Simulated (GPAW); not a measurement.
Band structure of Nb (Im-3m, 1 atom in the cell).

```yaml
crystal:
  lattice:
    - [-1.65881, 1.65881, 1.65881]
    - [1.65881, -1.65881, 1.65881]
    - [1.65881, 1.65881, -1.65881]
  atoms:
    - { symbol: Nb, position: [0.00000, 0.00000, 0.00000] }
```

Level of theory: PBE, GPAW PAW datasets PBE (gpaw-data 1.0.1) (plane waves; GPAW 25.7.0).

Settings: mode = pw; ecut = 550 eV; xc = PBE; kpts = 9 9 9; mesh shift (steps) = 0 0 0; occupations.name = methfessel-paxton; occupations.width = 0.1 eV; occupations.order = 0; nbands = -5; convergence.density = 1e-05 e/electron; symmetry.symmorphic = false; symmetry.tolerance = 0.0005; maxiter = 100; bandpath_npoints = 40.

The starting cell comes from a database of computed structures (which also holds hypothetical and non-ambient phases and stackings), without a prior relaxation at this level. Spin polarisation is off.

Levels in eV from the Fermi level, bands 3 to 10:
```tsv
point	3	4	5	6	7	8	9	10
Γ	-29.75	-29.75	-5.87	0.38	0.38	0.38	3.23	3.23
H	-30.63	-30.63	-3.62	-3.62	5.52	5.52	5.52	8.98
N	-30.16	-29.76	-3.64	-1.60	2.21	3.26	3.92	6.27
P	-30.40	-30.40	-1.08	-1.08	-1.08	4.05	4.05	9.35
```

Bands cross the Fermi level along this path, so the cell is metallic at this level.
